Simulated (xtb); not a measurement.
xtb 6.7.1, GFN2-xTB: Mg(SiMe3)2 (C[Si](C)(C)[Mg][Si](C)(C)C), 27 atoms. The geometry is a generated start, not checked to be a minimum at this level.

| Quantity | Value |
|---|---|
| method | GFN2-xTB |
| --acc | 1 (default) |
| --etemp (K) | 300 (default) |
| detailed input (--input) | none: ANC optimiser, Lindh (1995) Hessian, microcycle=20, maxdispl=1.0, hlow=0.01 (default) |
| basis functions | 72 |
| valence electrons | 52 |

```xyz
27

Mg    -0.0013     0.0368    -0.0029
Si    -0.6235     0.3190     2.4875
C     -2.2911    -0.5741     2.8841
C     -0.8464     2.1195     3.1545
C      0.6661    -0.5040     3.6691
H     -2.5531    -0.5152     3.9389
H     -3.1118    -0.1359     2.3174
H     -2.2379    -1.6294     2.6174
H     -1.6180     2.6476     2.5964
H      0.0757     2.6892     3.0548
H     -1.1309     2.1364     4.2054
H      1.6431    -0.0331     3.5702
H      0.7879    -1.5607     3.4327
H      0.3732    -0.4337     4.7152
Si     0.6217    -0.2855    -2.4885
C     -0.8724    -0.6253    -3.6667
C      1.8744    -1.7154    -2.8373
C      1.4693     1.2982    -3.2028
H     -0.5637    -0.7301    -4.7057
H     -1.3904    -1.5408    -3.3849
H     -1.5969     0.1864    -3.6199
H      1.4678    -2.6760    -2.5252
H      2.8028    -1.5607    -2.2894
H      2.1260    -1.7949    -3.8935
H      2.3755     1.5367    -2.6470
H      0.8068     2.1601    -3.1305
H      1.7470     1.1852    -4.2493
```

The structure is relaxed from this start with --opt LEVEL for the levels crude, sloppy, loose, lax, normal, tight, vtight, extreme, once each. Up to the end of the extreme run atoms move by at most 2.3 Å along an axis.

Question: Choose the cheapest level whose final energy lies within 5 meV of that of extreme.

Answer: vtight: 260 cycles against 260, ending 0.000 meV above.

```
level    cycles  energy above the extreme run (meV)  gradient norm (eV/Å)
-------  ------  ----------------------------------  --------------------
crude         1                                 140                 0.036
sloppy        1                                 140                 0.036
loose         1                                 140                 0.036
lax           1                                 140                 0.036
normal        1                                 140                 0.036
tight         1                                 140                 0.036
vtight      260                          under 0.01                0.0018
extreme     260                                   —                0.0018
```
